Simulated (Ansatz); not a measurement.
Abridged Ansatz (a quantum-chemistry and plane-wave program) output:

```
Pseudopotential: O, paw, valence charge 6
Pseudopotential: Zr, paw, valence charge 12
Crystal: 3 atoms, lattice volume = 34.694 Å³
Basis set: ecut = 500 eV, 881 PW (Γ), exchange–correlation on 108×108×108 points (64 copies of the dense FFT grid, shifted against one another)
Bands: 16, of which v1, the nominal top of the filled ones, is band 12 counted from 1 (11 counted from 0)
Symmetry: 8 space group operations
k-points: 216 of 1331
Functional: x = r2scan, c = r2scan; τ floored in thin density (d = 2e-4 eV/Å³)
SCF iter   1: F=—  HF=-5337.772548 eV  |F-HF|=—  |Δ(HF+E_count)|=         —  Δρ=6.14e-2  dr2=1.38e0  dr2_τ=2.57e-1  ethr=3.10e-3  ⟨swp⟩=6.0  Hψ=16982  notcnv=0
SCF iter   2: F=—  HF=-5337.919342 eV  |F-HF|=—  |Δ(HF+E_count)|=   1.47e-1  Δρ=4.86e-2  dr2=4.28e-1  dr2_τ=1.01e-1  ethr=3.10e-3  ⟨swp⟩=2.2  Hψ=7826  notcnv=0
SCF 1 converged in 9 iterations: F = -5337.921672 eV  dr2 = 1.01e-11
SCF converged after 9 iterations
Free energy (F): -5337.921672 eV
Internal energy: -5337.921672 eV  (E = F + TS)
E sigma→0 (E₀):  -5337.921672 eV
Fermi energy:    12.810015 eV
--- Forces (eV/Å), atoms counted from 1 ---
  atom   1  O      0.00000000    -0.00008416     0.00000000
  atom   2  O      0.00000000     0.00008416     0.00000000
  atom   3  Zr     0.00000000     0.00000000     0.00000000
--- Stress (GPa, compression-positive) ---
      -10.105667       0.000000       0.000000
        0.000000     -23.286713       0.000000
        0.000000       0.000000       0.008172
  P = ⅓ Tr σ = -11.1281 GPa (-111.281 kbar)
```

Problem. What was computed, and what are the main results?

Solution. ZrO2, 3 atoms in the cell, with r2SCAN (Ansatz), no SOC, earlier PAW set. The last SCF converged to F = -5337.921672 eV, or -1779.3072 eV per atom, at a pressure of -11.13 GPa. The total energy compares only with runs of the same code, potentials and settings.

A biaxial case was relaxed in a doubled cell and then solved in the primitive one. The cells carry an imposed strain or load. No phonon test of stability was made. The cell was made from ZrO2 in the fluorite structure (space group Fm-3m, No. 225) by this change: biaxial strain +4.59 %, plane normal [110], relaxed out of plane. This is not the structure that ZrO2 has at room temperature and ambient pressure.
